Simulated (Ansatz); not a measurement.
Mo: isotropic strain −0.50 %

Start from Mo in the bcc (W type) structure (space group Im-3m, No. 229; a = 3.161 Å; relaxed with 0.1 eV smearing).

It is then changed as follows: an isotropic linear strain of −0.50 %; the atoms relax in the strained cell.

All numbers come from Ansatz (a quantum-chemistry and plane-wave program) PBE, no spin-orbit coupling. Settings: 29×29×29 k-points, 0.1 eV Fermi–Dirac smearing.

The space group is still Im-3m (No. 229) and the shortest interatomic distance shrinks by 0.014 Å, from 2.738 Å to 2.724 Å. The energy goes up by 2.9 meV/atom and the band gap remains zero.

Final structure:

```
CELL_PARAMETERS angstrom
     -1.57267     1.57267     1.57267
      1.57267    -1.57267     1.57267
      1.57267     1.57267    -1.57267
ATOMIC_POSITIONS crystal
  Mo 0.00000 0.00000 0.00000
```

Stability against distortions was not tested. All final runs are without spin polarisation.
